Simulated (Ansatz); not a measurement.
Structures of equal composition on the (111)B surface of 3C silicon carbide (C plane on top): (√3x√3)R30° Ag adatom at H3; (√3x√3)R30° Ag adatom at T4. The slabs share one bottom face, and each structure is named by its start. These are constructed structures in small cells; real faces may alloy, dewet or reconstruct in larger ones, and not all known structures of the face are among them. Slabs of about 11 Å with all that they carry, Fermi-Dirac smearing of 0.025 eV. Bottom of the slabs: H caps. Relaxed from the named starts with such symmetry as they have, on meshes of like density; energies extrapolated to zero smearing; no spin-orbit coupling, no U. Spin-polarised runs, if any, are marked in brackets, and their order is one that fits the cell; the others ran without spin. Where a second, spin-polarised start was run, the lower counts.

Host crystal: 3C silicon carbide, with a band gap (PBE, scalar-relativistic without spin-orbit coupling).

Calculation: r2SCAN, at the PBE geometry (plane waves to 500 eV, PAW; Ansatz, a quantum-chemistry and plane-wave program).

Task: Rank these by energy per 1x1 cell (lowest first), as r2SCAN, at the PBE geometry gives it.

Result: (√3x√3)R30° Ag adatom at H3 (0.000 eV, no gap over 0.04 eV on the mesh), (√3x√3)R30° Ag adatom at T4 (0.050 eV, no gap over 0.04 eV on the mesh)
